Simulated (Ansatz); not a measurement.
**A computed series for hypothetical zinc blende LiF: pressure series**

Start from LiF in the zinc blende structure (space group F-43m, No. 216; a = 4.364 Å; a hypothetical phase, not in the database extracts checked).

Cell and atoms are relaxed at each pressure.

Levels (all Ansatz, a quantum-chemistry and plane-wave program, PAW): PBE (420 eV, no spin-orbit coupling); r2SCAN (500 eV, no spin-orbit coupling).

The base cell above is that of PBE; each level relaxes its own structures.

| case | band gap, PBE | band gap, r2SCAN |
|---|---|---|
| pressure −2 GPa | 7.43 eV | 8.45 eV |
| pressure −1 GPa | 7.55 eV | 8.56 eV |
| pressure 3 GPa | 7.93 eV | 8.93 eV |
| pressure 7 GPa | 8.25 eV | 9.25 eV |
| pressure 15 GPa | 8.77 eV | 9.78 eV |
| pressure 30 GPa | 9.53 eV | 10.56 eV |
| pressure 50 GPa | 10.32 eV | 11.37 eV |
| pressure 75 GPa | 11.11 eV | 12.20 eV |
| pressure 100 GPa | 11.77 eV | 12.89 eV |

PBE lies below r2SCAN in every row, by 1.00 eV to 1.12 eV. They put the cases in the same order.

Load acts through the strain it causes; cell and atoms are relaxed under it. No phonon test of stability was made. No other phases were tried under pressure.
